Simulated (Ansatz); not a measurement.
The starting structures come from a database of crystals and need not be the phases stable at ambient conditions.

Inside the gap of an insulator the Bloch states are evanescent, with a wavenumber k + iκ along the transport direction.

```yaml
crystal:
  lattice:
    - [5.51621, 0.00000, 0.00000]
    - [0.00000, 14.59106, 0.00000]
    - [2.75811, 4.86369, 1.59239]
  atoms:
    - { symbol: In, position: [0.00000, 0.35712, 0.00000] }
    - { symbol: In, position: [0.00000, 0.64288, 0.00000] }
    - { symbol: In, position: [0.00000, 0.14288, 0.00000] }
    - { symbol: In, position: [0.00000, 0.85712, 0.00000] }
    - { symbol: O, position: [0.40701, 0.95351, 0.88948] }
    - { symbol: O, position: [0.59299, 0.04650, 0.11051] }
    - { symbol: O, position: [0.29650, 0.54649, 0.11051] }
    - { symbol: O, position: [0.70351, 0.45350, 0.88948] }
    - { symbol: O, position: [0.29650, 0.25000, 0.00000] }
    - { symbol: O, position: [0.70351, 0.75000, 0.00000] }
```

Space group of this cell: R-3c, corundum. The cell is taken as given; by r2SCAN its mean pressure is -0.9 GPa.

Transport runs along the normal of the first two printed cell vectors, the (100) plane of the conventional cell.

The gap is the functional's own. No spin-orbit coupling. Mid-gap values are interpolated on the energy grid.

Problem. Predict the band gap and the smallest decay constant κ at mid-gap from Ansatz (an electronic-structure program) with r2SCAN.

Solution. Gap 1.76 eV on a 18×18×18 mesh; κ = 0.167 1/Å, at the zone centre.
